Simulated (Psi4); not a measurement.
Psi4 1.11, BP86/def2-svp: methylammonium (C[NH3+]), charge +1, multiplicity 1, 8 atoms. The geometry is a generated start, not checked to be a minimum at this level.

```json
{
  "task": "energy",
  "method": "bp86",
  "basis": "def2-svp",
  "memory": "3 GB",
  "maxiter": "100",
  "keys_of_the_molecule_block": "symmetry c1",
  "scf_type": "df (default)",
  "guess": "auto, which took SAD (default)",
  "scf_initial_accelerator": "adiis (default)",
  "e_convergence": "1e-06 (default)",
  "d_convergence": "1e-06 (default)",
  "dft_radial_points": "75 (default)",
  "dft_spherical_points": "302 (default)",
  "basis_functions": "58",
  "grid_points": "172976"
}
```

```xyz
8

C     -0.7300     0.1021    -0.0177
N      0.7394    -0.1034     0.0181
H     -1.1822    -0.5567    -0.7557
H     -0.9570     1.1328    -0.2815
H     -1.1615    -0.1141     0.9577
H      0.9645    -1.0762     0.2690
H      1.1741     0.5187     0.7130
H      1.1528     0.0968    -0.9028
```

Charge 1 and multiplicity 1 are set for this test and not shown to be the ground state.

One run each on 2 threads. Values of diis_max_vecs tried: 3, 6, 10 (default), 20.

Problem. Which value of diis_max_vecs needs the fewest SCF iterations, and what happens away from it?

Solution. Fewest SCF iterations, within one of each other: 6 with 7, 10 (default) with 7, 20 with 7. The count rises to 11 at 3. All converge to one solution.

```
diis_max_vecs  SCF iterations            end
-------------  --------------  -------------
3                          11  same solution
6                           7  same solution
10 (default)                7  same solution
20                          7  same solution
```
